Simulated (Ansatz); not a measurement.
## Hypothetical Pm-3n ZnO, pressure series

Start from ZnO (space group Pm-3n, No. 223; a = 5.5770 Å; a hypothetical phase, not in the database extracts checked).

Cell and atoms are relaxed at each pressure.

Level of theory: PBEsol (Ansatz, a first-principles code), scalar-relativistic without spin-orbit coupling.

```json
[
 {"pressure (GPa)": "-1", "volume per atom (Å³/atom)": "14.582"},
 {"pressure (GPa)": "0", "volume per atom (Å³/atom)": "14.455"},
 {"pressure (GPa)": "0.3", "volume per atom (Å³/atom)": "14.419"},
 {"pressure (GPa)": "0.7", "volume per atom (Å³/atom)": "14.371"},
 {"pressure (GPa)": "1.5", "volume per atom (Å³/atom)": "?"},
 {"pressure (GPa)": "3", "volume per atom (Å³/atom)": "14.106"},
 {"pressure (GPa)": "5", "volume per atom (Å³/atom)": "13.896"},
 {"pressure (GPa)": "7.5", "volume per atom (Å³/atom)": "13.655"},
 {"pressure (GPa)": "10", "volume per atom (Å³/atom)": "13.434"}
]
```

### Question
Fit the third-order Birch–Murnaghan form P(V) = (3B₀/2)[(V₀/V)^(7/3) − (V₀/V)^(5/3)]·[1 + (3/4)(B₀′ − 4)((V₀/V)^(2/3) − 1)] (squares taken in P) to the rows shown and predict the withheld row.

### Answer
Least squares on the printed values gives V₀ = 14.455 Å³/atom, B₀ = 116 GPa, B₀′ = 4.3; this predicts 14.275 Å³/atom, and the run gives 14.275 Å³/atom, in agreement.

Load acts through the strain it causes; cell and atoms are relaxed under it. Whether these cells are dynamically stable was not tested. Competing high-pressure phases were not computed.
